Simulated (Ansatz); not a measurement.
KCl, pressure series

Start from KCl in the CsCl type structure (space group Pm-3m, No. 221; a = 3.737 Å; a model cell).

Cell and atoms are relaxed at each pressure.

Calculations: PBEsol (Ansatz, an electronic-structure program, PAW, spin-orbit coupling left out).

| pressure (GPa) | band gap (eV) |
|---|---|
| -2 | 4.46 |
| -1 | ? |
| 0 | 4.96 |
| 0.9 | 5.13 |
| 2.1 | 5.34 |
| 4.5 | 5.70 |
| 9 | 5.87 |
| 15 | 5.61 |

**Question.** Fit E_g = E₀ + αP + βP² to the rows shown and predict the withheld row.

**Answer.** Least squares on the printed values gives E₀ = 4.95 eV, α = 208 meV/GPa, β = -11 meV/GPa² (largest residual 0.06 eV); this predicts 4.73 eV, and the run gives 4.74 eV, in agreement.

Load acts through the strain it causes; cell and atoms are relaxed under it. Whether these cells are dynamically stable was not tested. Competing high-pressure phases were not computed. This is not the structure that KCl has at room temperature and ambient pressure.
